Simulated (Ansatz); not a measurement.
Subject: the energy change from cell B to cell A (net 1 Al added and 2 H added, other atoms rearranged, in a slab cell with 16 atoms a plane). Reaction: cell B + Al (fcc) + H2 (gas) → cell A. A negative value means that the right-hand side lies lower.

Cell A: a slab of Al (fcc, Fm-3m) cut along (111), 84 atoms, hexagonal cell of 11.43 Å (113.1 Å²), symmetry P3m1 within 0.02 Å, 12.0 Å thick under 16 Å of vacuum, in-plane vectors held at the crystal's; planes from bottom to top: Al16 × 5 | AlH3, its two faces unlike (dipole correction applied); added, foreign or displaced atoms, above the top plane: AlH3 bound through Al to 3 Al at 2.83 Å; spin state with PBE: run without spin, k-point mesh 4×4×1.
```xyz
84
Lattice="11.4285 0.0000 0.0000 5.7142 9.8973 0.0000 0.0000 0.0000 28.0749" Properties=species:S:1:pos:R:3 pbc="T T T"
Al    11.4275     1.6501     7.9786
Al     2.8571     1.6479     7.9651
Al     5.7152     1.6501     7.9786
Al     8.5713     1.6519     7.9687
Al    12.8570     4.1225     7.9710
Al     4.2856     4.1225     7.9710
Al     7.1448     4.1227     7.9687
Al     9.9979     4.1227     7.9687
Al    14.2856     6.5982     7.9645
Al     5.7154     6.5989     7.9710
Al     8.5713     6.5971     7.9786
Al    11.4273     6.5989     7.9710
Al    15.7153     9.0732     7.9710
Al     7.1442     9.0734     7.9651
Al     9.9984     9.0734     7.9651
Al    12.8558     9.0732     7.9710
Al    -0.0018    -0.0027    10.3430
Al     2.8571     0.0000    10.3313
Al     5.7161    -0.0027    10.3430
Al     8.5713     0.0012    10.3402
Al     1.4300     2.4773    10.3430
Al     4.2843     2.4773    10.3430
Al     7.1463     2.4764    10.3420
Al     9.9964     2.4764    10.3420
Al     2.8571     4.9540    10.3365
Al     5.7153     4.9481    10.3402
Al     8.5713     4.9446    10.3420
Al    11.4274     4.9481    10.3402
Al     4.2810     7.4203    10.3365
Al     7.1395     7.4227    10.3430
Al    10.0031     7.4227    10.3430
Al    12.8617     7.4203    10.3365
Al     1.4314     0.8231    12.6727
Al     4.2828     0.8231    12.6727
Al     7.1498     0.8266    12.6722
Al     9.9929     0.8266    12.6722
Al     2.8571     3.2982    12.6689
Al     5.7194     3.3043    12.6722
Al     8.5713     3.2991    12.6915
Al    11.4233     3.3043    12.6722
Al     4.2853     5.7737    12.6727
Al     7.1409     5.7664    12.6722
Al    10.0018     5.7664    12.6722
Al    12.8574     5.7737    12.6727
Al     5.7150     8.2482    12.6689
Al     8.5713     8.2511    12.6727
Al    11.4277     8.2482    12.6689
Al    14.2856     8.2473    12.6727
Al    11.4275     1.6501    14.9891
Al     2.8571     1.6464    14.9998
Al     5.7152     1.6501    14.9891
Al     8.5713     1.6661    15.0370
Al    12.8590     4.1220    14.9991
Al     4.2837     4.1220    14.9991
Al     7.1571     4.1156    15.0370
Al     9.9856     4.1156    15.0370
Al    14.2856     6.5982    15.0004
Al     5.7149     6.6009    14.9991
Al     8.5713     6.5971    14.9891
Al    11.4278     6.6009    14.9991
Al    15.7168     9.0718    14.9991
Al     7.1455     9.0741    14.9998
Al     9.9971     9.0741    14.9998
Al    12.8544     9.0718    14.9991
Al     0.0053    -0.0077    17.3633
Al     2.8571     0.0000    17.3672
Al     5.7089    -0.0077    17.3633
Al     8.5713    -0.0145    17.3501
Al     1.4379     2.4736    17.3633
Al     4.2764     2.4736    17.3633
Al     7.1097     2.4552    17.4386
Al    10.0330     2.4552    17.4386
Al     2.8571     4.9524    17.3721
Al     5.7017     4.9559    17.3501
Al     8.5713     4.9869    17.4386
Al    11.4410     4.9559    17.3501
Al     4.2824     7.4211    17.3721
Al     7.1388     7.4314    17.3633
Al    10.0039     7.4314    17.3633
Al    12.8602     7.4211    17.3721
Al     8.5713     3.2991    19.7053
H      8.5713     4.9021    19.9180
H      7.1831     2.4976    19.9180
H      9.9596     2.4976    19.9180
```

Cell B: a slab of Al (fcc, Fm-3m) cut along (111), 81 atoms, hexagonal cell of 11.43 Å (113.1 Å²), symmetry Cm within 0.02 Å, 10.3 Å thick under 16 Å of vacuum, in-plane vectors held at the crystal's; planes from bottom to top: Al16 × 5 | H; added, foreign or displaced atoms, above the top plane: H bound to 3 Al at 1.92 Å; spin state with PBE: run without spin, k-point mesh 4×4×1.
```yaml
crystal:
  lattice:
    - [11.42845, 0.00000, 0.00000]
    - [5.71423, 9.89733, 0.00000]
    - [0.00000, 0.00000, 26.32896]
  atoms:
    - { symbol: Al, position: [0.91710, 0.16547, 0.30249] }
    - { symbol: Al, position: [0.16743, 0.16547, 0.30249] }
    - { symbol: Al, position: [0.41704, 0.16553, 0.30268] }
    - { symbol: Al, position: [0.66742, 0.16553, 0.30268] }
    - { symbol: Al, position: [0.91716, 0.41568, 0.30246] }
    - { symbol: Al, position: [0.16745, 0.41577, 0.30306] }
    - { symbol: Al, position: [0.41714, 0.41572, 0.30276] }
    - { symbol: Al, position: [0.66677, 0.41577, 0.30306] }
    - { symbol: Al, position: [0.91710, 0.66541, 0.30264] }
    - { symbol: Al, position: [0.16717, 0.66563, 0.30275] }
    - { symbol: Al, position: [0.41721, 0.66563, 0.30275] }
    - { symbol: Al, position: [0.66749, 0.66541, 0.30264] }
    - { symbol: Al, position: [0.91706, 0.91588, 0.30269] }
    - { symbol: Al, position: [0.16742, 0.91515, 0.30309] }
    - { symbol: Al, position: [0.41706, 0.91588, 0.30269] }
    - { symbol: Al, position: [0.66719, 0.91562, 0.30260] }
    - { symbol: Al, position: [0.00007, 0.99903, 0.39255] }
    - { symbol: Al, position: [0.25090, 0.99903, 0.39255] }
    - { symbol: Al, position: [0.50095, 0.99877, 0.39249] }
    - { symbol: Al, position: [0.75029, 0.99877, 0.39249] }
    - { symbol: Al, position: [0.00053, 0.24893, 0.39218] }
    - { symbol: Al, position: [0.25089, 0.24848, 0.39254] }
    - { symbol: Al, position: [0.50049, 0.24903, 0.39250] }
    - { symbol: Al, position: [0.75063, 0.24848, 0.39254] }
    - { symbol: Al, position: [0.00008, 0.49926, 0.39251] }
    - { symbol: Al, position: [0.25063, 0.49908, 0.39254] }
    - { symbol: Al, position: [0.50029, 0.49908, 0.39254] }
    - { symbol: Al, position: [0.75066, 0.49926, 0.39251] }
    - { symbol: Al, position: [0.00055, 0.74891, 0.39248] }
    - { symbol: Al, position: [0.25064, 0.74871, 0.39253] }
    - { symbol: Al, position: [0.50055, 0.74891, 0.39248] }
    - { symbol: Al, position: [0.75034, 0.74932, 0.39244] }
    - { symbol: Al, position: [0.08367, 0.08267, 0.48084] }
    - { symbol: Al, position: [0.33413, 0.08216, 0.48096] }
    - { symbol: Al, position: [0.58391, 0.08218, 0.48138] }
    - { symbol: Al, position: [0.83371, 0.08216, 0.48096] }
    - { symbol: Al, position: [0.08375, 0.33202, 0.48083] }
    - { symbol: Al, position: [0.33436, 0.33226, 0.48113] }
    - { symbol: Al, position: [0.58338, 0.33226, 0.48113] }
    - { symbol: Al, position: [0.83423, 0.33202, 0.48083] }
    - { symbol: Al, position: [0.08388, 0.58274, 0.48112] }
    - { symbol: Al, position: [0.33385, 0.58230, 0.48172] }
    - { symbol: Al, position: [0.58338, 0.58274, 0.48112] }
    - { symbol: Al, position: [0.83379, 0.58242, 0.48090] }
    - { symbol: Al, position: [0.08388, 0.83170, 0.48111] }
    - { symbol: Al, position: [0.33442, 0.83170, 0.48111] }
    - { symbol: Al, position: [0.58398, 0.83224, 0.48137] }
    - { symbol: Al, position: [0.83378, 0.83224, 0.48137] }
    - { symbol: Al, position: [0.91708, 0.16570, 0.56934] }
    - { symbol: Al, position: [0.16722, 0.16570, 0.56934] }
    - { symbol: Al, position: [0.41702, 0.16587, 0.57004] }
    - { symbol: Al, position: [0.66711, 0.16587, 0.57004] }
    - { symbol: Al, position: [0.91718, 0.41565, 0.56931] }
    - { symbol: Al, position: [0.16629, 0.41483, 0.56899] }
    - { symbol: Al, position: [0.41656, 0.41688, 0.57075] }
    - { symbol: Al, position: [0.66887, 0.41483, 0.56899] }
    - { symbol: Al, position: [0.91727, 0.66545, 0.56997] }
    - { symbol: Al, position: [0.16818, 0.66522, 0.57076] }
    - { symbol: Al, position: [0.41661, 0.66522, 0.57076] }
    - { symbol: Al, position: [0.66729, 0.66545, 0.56997] }
    - { symbol: Al, position: [0.91718, 0.91576, 0.56997] }
    - { symbol: Al, position: [0.16619, 0.91762, 0.56891] }
    - { symbol: Al, position: [0.41707, 0.91576, 0.56997] }
    - { symbol: Al, position: [0.66713, 0.91573, 0.57010] }
    - { symbol: Al, position: [0.99944, 0.00043, 0.65930] }
    - { symbol: Al, position: [0.25013, 0.00043, 0.65930] }
    - { symbol: Al, position: [0.50057, 0.99911, 0.65997] }
    - { symbol: Al, position: [0.75032, 0.99911, 0.65997] }
    - { symbol: Al, position: [0.00070, 0.24860, 0.65912] }
    - { symbol: Al, position: [0.24991, 0.24785, 0.65936] }
    - { symbol: Al, position: [0.50032, 0.24936, 0.65946] }
    - { symbol: Al, position: [0.75224, 0.24785, 0.65936] }
    - { symbol: Al, position: [0.99948, 0.49810, 0.65931] }
    - { symbol: Al, position: [0.24700, 0.49589, 0.65883] }
    - { symbol: Al, position: [0.50711, 0.49589, 0.65883] }
    - { symbol: Al, position: [0.75243, 0.49810, 0.65931] }
    - { symbol: Al, position: [0.00021, 0.74901, 0.65934] }
    - { symbol: Al, position: [0.24710, 0.75580, 0.65874] }
    - { symbol: Al, position: [0.50078, 0.74901, 0.65934] }
    - { symbol: Al, position: [0.75053, 0.74894, 0.65995] }
    - { symbol: H, position: [0.33336, 0.58329, 0.69250] }
```

Reference: Al (fcc, Fm-3m), 16 atoms in the cell, the relaxed perfect crystal repeated, atoms not moved again, k-point mesh 4×4×15 on the run's own vectors.

Reference: an isolated H2 molecule (singlet) in a box of 11 × 11 × 13 Å.

Plane-wave PAW calculations with Ansatz (a first-principles code), its PAW set soft_1, cutoff 420 eV, 500 eV for r2SCAN. The structures are at rest with PBE, within the held lattices; other levels are single points on them. Neutral cells; Fermi-Dirac smearing of at most 0.10 eV in the solids, energies taken to zero width. The lattices are those relaxed with PBE, so at other levels the solids can be strained, which adds to the spread. Larger cells are relaxed from a start prepared with the learned potential CHGNet, on a coarser mesh till forces fall under 0.03 eV/Å, which some starts already meet. A dispersion term (D3(BJ), or D4 for r2SCAN) was computed beside these levels and is taken off wherever the name lacks it. Space groups of crystals are read within 0.01 Å. Nuclei at rest; no vibrational terms. No structure search was made; lower ones may exist. Values are for these cell sizes. Cell A has symmetry P3m1 within 0.02 Å and got no random move, so less symmetric positions, which may lie lower, weren't tried. Cell B has symmetry Cm within 0.02 Å and got no random move, so less symmetric positions, which may lie lower, weren't tried.

### Question
Estimate the value that PBE returns for this input.

### Answer
0.40 eV, for cell B + Al (fcc) + H2 (gas) → cell A.

### Question
List the value at the remaining levels and say how far they part.

### Answer
| Method | value (eV) | less PBE |
|---|---|---|
| r2SCAN | 0.37 | -0.03 |

The levels shown span only 0.03 eV, too little to tell them apart.
